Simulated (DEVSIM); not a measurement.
System: Si p-i-n diode, at 300 K.

| layer (left to right) | material | thickness (μm) | Nd (cm⁻³) | Na (cm⁻³) | τn (s) | τp (s) |
|---|---|---|---|---|---|---|
| 1 | Si | 1.30 | - | 8.6e18 | 9.3e-7 | 9.3e-7 |
| 2 | Si | 2.90 | 1.5e13 | - | 9.3e-7 | 9.3e-7 |
| 3 | Si | 3.20 | 5.4e18 | - | 9.3e-7 | 9.3e-7 |

Left contact: ohmic. Right contact: ohmic. Voltage is applied to the left contact. Recombination: SRH at mid-gap, radiative. Mobility is constant in doping. Where it depends on doping, it is μmin + (μ − μmin)/(1 + (N/Nref)^α).

The device is made up for the run: typed textbook-type constants, with dimensions and the other settings drawn at random. Values at 300 K. The table also holds parameters that only a changed run uses.

| parameter | Si |
|---|---|
| gap (eV) | 1.124 |
| affinity (eV) | 4.05 |
| permittivity | 11.7 |
| Nc (cm⁻³) | 2.86e19 |
| Nv (cm⁻³) | 3.1e19 |
| μn (cm²/Vs) | 1417 |
| μp (cm²/Vs) | 470 |
| μn,min | 52 |
| μp,min | 45 |
| Nref,n | 9.7e16 |
| Nref,p | 2.2e17 |
| αn | 0.68 |
| αp | 0.72 |
| B (cm³/s) | 4.7e-15 |
| Cn (cm⁶/s) | 2.8e-31 |
| Cp (cm⁶/s) | 9.9e-32 |

Simulated with DEVSIM: 1D drift-diffusion, Boltzmann statistics, complete ionisation; no tunnelling, impact ionisation, image-force lowering or self-heating.

Base results: dark forward voltage at 1 A/cm² (V) 0.714; potential step across the device at zero bias (V) 1.048; dark forward voltage at 100 A/cm² (V) 0.841.

What follows from this one change: doping Nd of layer 3 5.4e+18 → 1.6e+18 cm^-3?

dark forward voltage at 1 A/cm² 0.714 → 0.706 V; potential step across the device at zero bias 1.048 → 1.016 V; dark forward voltage at 100 A/cm² 0.841 → 0.833 V.

What follows from this one change: doping Na of layer 1 8.6e+18 → 2.6e+18 cm^-3?

dark forward voltage at 1 A/cm² 0.714 → 0.690 V; potential step across the device at zero bias 1.048 → 1.017 V; dark forward voltage at 100 A/cm² 0.841 → 0.815 V.

What follows from this one change: doping-dependent mobility in place of the constant one?

dark forward voltage at 1 A/cm² 0.714 → 0.757 V; potential step across the device at zero bias little changed (1.048 V); dark forward voltage at 100 A/cm² 0.841 → 0.899 V.
